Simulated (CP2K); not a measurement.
Convergence series on a (100) slab of BaTiO3 (cut from a parent of space group no. 221; 10 atoms in the cell)

```
BaTiO3
1.0
    4.00768     0.00000     0.00000
    0.00000     4.00768     0.00000
    0.00000     0.00000    22.01150
Ba Ti O
2 2 6
Direct
  0.50000   0.50000   0.36345
  0.50000   0.50000   0.54552
  0.00000   0.00000   0.45448
  0.00000   0.00000   0.63655
  0.00000   0.00000   0.36345
  0.50000   0.00000   0.45448
  0.00000   0.50000   0.45448
  0.00000   0.00000   0.54552
  0.50000   0.00000   0.63655
  0.00000   0.50000   0.63655
```

Method of the run: PBE, GPW, DZVP-MOLOPT-SR-GTH basis, GTH-PBE potentials (GTH_POTENTIALS) run with CP2K 2026.2.

The starting cell comes from a database of computed structures (which also holds hypothetical and non-ambient phases and stackings), without a prior relaxation at this level. The slab is cut from that crystal, and its faces are unrelaxed. Spin polarisation is off, though cut faces can carry moments; a gap of a slab can lie between surface states. The two faces of this cut differ, and no dipole correction was used. Values carry the incompleteness of an atom-centred basis. In the base run, forces exceed 1 eV/Å.

Held fixed: REL_CUTOFF = 40 Ry; SMEAR/METHOD = METHFESSEL_PAXTON; SIGMA = 0.2 eV; KPOINTS/SCHEME = MONKHORST-PACK 6 6 1; GAMMA_CENTERED = T; XC_FUNCTIONAL = PBE; Ba/BASIS_SET = DZVP-MOLOPT-SR-GTH-q10; Ba/POTENTIAL = GTH-PBE-q10; Ti/BASIS_SET = DZVP-MOLOPT-SR-GTH-q12; Ti/POTENTIAL = GTH-PBE-q12; O/BASIS_SET = DZVP-MOLOPT-SR-GTH-q6; O/POTENTIAL = GTH-PBE-q6; METHOD = GPW; EPS_DEFAULT = 1e-11; NGRIDS = 5; SCF_GUESS = ATOMIC; EPS_SCF = 1e-06; MAX_SCF = 100; ADDED_MOS = 14.

ΔF is the free energy per atom less that of the last row (1200 Ry).

The series runs over CUTOFF = 300 Ry; 420 Ry; 540 Ry; 600 Ry; 690 Ry; 780 Ry; 900 Ry; 1050 Ry; 1200 Ry.

**Question.** From which setting on does the largest force stay within 0.01 eV/Å of the last one?

**Answer.** From CUTOFF = 540 Ry on; the one before it is off by 0.023 eV/Å. The value it settles on is 2.312 eV/Å at this level of theory and with the other settings as held.

```
CUTOFF   ΔF (meV/atom)  largest force (eV/Å)  gap on the mesh (eV)  iterations
-------  -------------  --------------------  --------------------  ----------
300 Ry            -3.8                 2.348                 0.954          40
420 Ry           -1.99                 2.336                 0.952          40
540 Ry           -0.50                 2.316                 0.950          40
600 Ry           -0.77                 2.310                 0.950          41
690 Ry           -0.43                 2.310                 0.950          41
780 Ry           -0.02                 2.312                 0.950          40
900 Ry            0.03                 2.312                 0.950          40
1050 Ry           0.01                 2.311                 0.950          40
1200 Ry           0.00                 2.312                 0.950          42
```

Gaps are taken between levels on the mesh.

Left out of this page: 3 runs of the series unsound by tests on forces, stress, charge or solver warnings.
